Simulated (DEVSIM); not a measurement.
Device: abrupt Si p-n junction, at 300 K.

Layer 1 from the left is Si, thickness (μm) 9.90, Na (cm⁻³) 4.8e16, τn (s) 1.3e-6, τp (s) 1.3e-6. Layer 2 from the left is Si, thickness (μm) 3.90, Nd (cm⁻³) 6.5e16, τn (s) 1.3e-6, τp (s) 1.3e-6.

Left contact: ohmic. Right contact: ohmic. Voltage is applied to the left contact. Recombination: SRH at mid-gap, radiative. Mobility is μmin + (μ − μmin)/(1 + (N/Nref)^α).

Constants are typed, rounded textbook-type inputs, not results; the design itself was drawn at random and stands for no fabricated device. Values at 300 K.

Si: gap (eV) 1.124, affinity (eV) 4.05, permittivity 11.7, Nc (cm⁻³) 2.86e19, Nv (cm⁻³) 3.1e19, μn (cm²/Vs) 1417, μp (cm²/Vs) 470, μn,min 52, μp,min 45, Nref,n 9.7e16, Nref,p 2.2e17, αn 0.68, αp 0.72, B (cm³/s) 4.7e-15.

Model (solved in DEVSIM): 1D drift-diffusion, Boltzmann statistics, complete ionisation; no tunnelling, impact ionisation, image-force lowering or self-heating.

Task: What does the simulation give for the largest field in the device at zero bias, the potential step across the device at zero bias?

Result: largest field in the device at zero bias 80000 V/cm; potential step across the device at zero bias 0.799 V.
